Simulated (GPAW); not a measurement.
## GPAW run on Na₂Cl (P4/mmm, 6 atoms in the cell): self-consistent single point

Computed with LDA (Perdew-Wang 92), GPAW PAW datasets LDA (gpaw-data 1.0.1) (plane waves; GPAW).

Input as run:

```python
from ase import Atoms
from ase.units import GPa
from gpaw import GPAW, PW, FermiDirac

atoms = Atoms(['Na', 'Na', 'Na', 'Na', 'Cl', 'Cl'],
              cell=[[3.567469, 0.000000, 0.000000],
                    [0.000000, 3.567469, 0.000000],
                    [0.000000, 0.000000, 12.632866]],
              scaled_positions=[[0.000000, 0.000000, 0.226900],
                                [0.000000, 0.000000, 0.773100],
                                [0.000000, 0.000000, 0.500000],
                                [0.500000, 0.500000, 0.000000],
                                [0.500000, 0.500000, 0.359180],
                                [0.500000, 0.500000, 0.640820]],
              pbc=True)

calc = GPAW(mode=PW(800),
            xc='LDA',
            kpts={'size': (8, 8, 2), 'gamma': True},
            occupations=FermiDirac(0.136),
            nbands=-12,
            convergence={'density': 1e-05},
            symmetry={'symmorphic': False, 'tolerance': 0.0005},
            maxiter=150)

atoms.calc = calc

energy = atoms.get_potential_energy()
print('Energy (eV):', round(energy, 6))
forces = atoms.get_forces()
print('Forces (eV/Ang):')
print(forces.round(5))
stress = atoms.get_stress()
print('Stress (GPa, Voigt):', (stress / GPa).round(4))
```

Log, with long lists cut:

```
Input parameters:
  convergence: {density: 1e-05}
  kpts: {gamma: True,
         size: (8, 8, 2)}
  maxiter: 150
  mode: {ecut: 800.0,
         name: pw}
  nbands: -12
  occupations: {fixmagmom: False,
                name: fermi-dirac,
                width: 0.136}
  symmetry: {symmorphic: False,
             tolerance: 0.0005}

species:
  Na:
    name: Sodium
    Z: 11.0
    valence: 7
    core: 4
    charge: 0.0
    file: Na.LDA.gz

    # Using partial waves for Na as LCAO basis

  Cl:
    name: Chlorine
    Z: 17.0
    valence: 7
    core: 10
    charge: 0.0
    file: Cl.LDA.gz

    # Using partial waves for Cl as LCAO basis

Reference energy: -42633.093444  # eV

Spin-paired calculation

Convergence criteria:
 Maximum [total energy] change in last 3 cyles: 0.0005 eV / valence electron
 Maximum integral of absolute [dens]ity change: 1e-05 electrons / valence electron
 Maximum integral of absolute [eigenst]ate change: 4e-08 eV^2 / valence electron
 Maximum number of scf [iter]ations: 150

Symmetries present (total): 16
Symmetries with fractional translations: 0
128 k-points: 8 x 8 x 2 Monkhorst-Pack grid + [1/16,1/16,1/4]
30 k-points in the irreducible part of the Brillouin zone
       k-points in crystal coordinates                weights
   0:     0.00000000    0.00000000    0.00000000          1/128
   1:     0.00000000    0.00000000    0.50000000          1/128
   2:     0.12500000    0.00000000    0.00000000          4/128
   [... 7 lines left out ...]
          ...
  29:     0.50000000    0.50000000    0.50000000          1/128

Wave functions: Plane wave expansion
  Cutoff energy: 800.000 eV
  Number of coefficients (min, max): 8230, 8296
  Pulay-stress correction: 0.000000 eV/Ang^3 (de/decut=0.000000)

Occupation numbers: Fermi-Dirac:
  width: 0.1360  # eV

Eigensolver

Densities:
  Coarse grid: 24*24*84 grid
  Fine grid: 48*48*168 grid
  Total Charge: 0.000000

Density mixing:
  Method: separate
  Backend: pulay
  Linear mixing parameter: 0.05
  old densities: 5
  Damping of long wavelength oscillations: 50

Hamiltonian:
  XC and Coulomb potentials evaluated on a 48*48*168 grid
  External potential:
    NoExternalPotential

Number of atoms: 6
Number of atomic orbitals: 36
Number of bands in calculation: 33
Number of valence electrons: 42
Bands to converge: occupied

Density initialized from atomic densities
  33 bands from LCAO basis set

Atomic positions and initial magnetic moments

Positions:
   0 Na     0.000000    0.000000    2.866397    ( 0.0000,  0.0000,  0.0000)
   1 Na     0.000000    0.000000    9.766469    ( 0.0000,  0.0000,  0.0000)
   2 Na     0.000000    0.000000    6.316433    ( 0.0000,  0.0000,  0.0000)
   3 Na     1.783735    1.783735    0.000000    ( 0.0000,  0.0000,  0.0000)
   4 Cl     1.783735    1.783735    4.537473    ( 0.0000,  0.0000,  0.0000)
   5 Cl     1.783735    1.783735    8.095393    ( 0.0000,  0.0000,  0.0000)

Unit cell:
           periodic     x           y           z      points  spacing
  1. axis:    yes    3.567469    0.000000    0.000000    24     0.1486
  2. axis:    yes    0.000000    3.567469    0.000000    24     0.1486
  3. axis:    yes    0.000000    0.000000   12.632866    84     0.1504

  Lengths:   3.567469   3.567469  12.632866
  Angles:   90.000000  90.000000  90.000000

Effective grid spacing dv^(1/3) = 0.1492

     iter     time        total  log10-change:
                         energy   eigst   dens
iter:   1 --:--:--   -17.235843
iter:   2 --:--:--   -17.155780   -1.82  -1.43
iter:   3 --:--:--   -16.885555   -2.13  -1.46
iter:   4 --:--:--   -16.891670   -2.81  -1.72
iter:   5 --:--:--   -16.869441   -2.63  -1.81
iter:   6 --:--:--   -16.862140   -3.48  -1.98
iter:   7 --:--:--   -16.852717c  -3.50  -2.27
iter:   8 --:--:--   -16.852564c  -4.77  -2.59
iter:   9 --:--:--   -16.852536c  -5.84  -3.17
iter:  10 --:--:--   -16.852469c  -5.46  -3.14
iter:  11 --:--:--   -16.852469c  -6.55  -3.65
iter:  12 --:--:--   -16.852473c  -7.21  -3.78
iter:  13 --:--:--   -16.852477c  -7.41c -4.02
iter:  14 --:--:--   -16.852478c  -8.37c -4.30
iter:  15 --:--:--   -16.852479c  -8.25c -4.41
iter:  16 --:--:--   -16.852477c  -8.21c -4.44
iter:  17 --:--:--   -16.852477c  -9.19c -4.57
iter:  18 --:--:--   -16.852475c  -8.76c -4.60
iter:  19 --:--:--   -16.852475c  -9.39c -4.86
iter:  20 --:--:--   -16.852475c  -9.84c -4.92
iter:  21 --:--:--   -16.852475c  -9.72c -5.01c

Converged after 21 iterations.

Dipole moment: (-0.000000, -0.000000, 0.000000) |e|*Ang

Energy contributions relative to reference atoms: (reference = -42633.093444)

Kinetic:        +11.683414
Potential:      -12.200033
External:        +0.000000
XC:             -16.293968
Entropy (-ST):   -0.068484
Local:           -0.007645
SIC:             +0.000000
--------------------------
Free energy:    -16.886717
Extrapolated:   -16.852475

Showing only first 2 kpts
 Kpt  Band  Eigenvalues  Occupancy
  0    19     -1.76972    2.00000
  0    20     -0.52462    2.00000
  0    21      1.38911    1.99406
  0    22      2.56217    0.11370

  1    19     -1.76972    2.00000
  1    20     -0.37105    2.00000
  1    21      0.98402    1.99970
  1    22      3.34689    0.00038

Fermi level: 2.18018

No gap
No difference between direct/indirect transitions
Energy (eV): -16.852475

Forces in eV/Ang:
  0 Na    0.00000   -0.00000    0.19710
  1 Na    0.00000    0.00000   -0.19710
  2 Na   -0.00000    0.00000    0.00000
  3 Na   -0.00000   -0.00000    0.00000
  4 Cl    0.00000    0.00000    0.05228
  5 Cl    0.00000    0.00000   -0.05228

Stress tensor:
     0.013718     0.000000     0.000000
     0.000000     0.013718     0.000000
     0.000000     0.000000     0.009322
Stress (GPa, Voigt): [2.1979 2.1979 1.4936 0.     0.     0.    ]
```

The run converged in 21 iterations. GPAW prints stress with tension positive.

The starting cell comes from a database of computed structures (which also holds hypothetical and non-ambient phases and stackings), without a prior relaxation at this level. Its lattice was rescaled by a random factor within 2.5 % of one. The run gives no clean gap (levels at the Fermi energy touch, overlap or are partly filled at this smearing), which alone does not show that the compound is a metal.

Cost on one core of a shared machine: roughly 2 min.
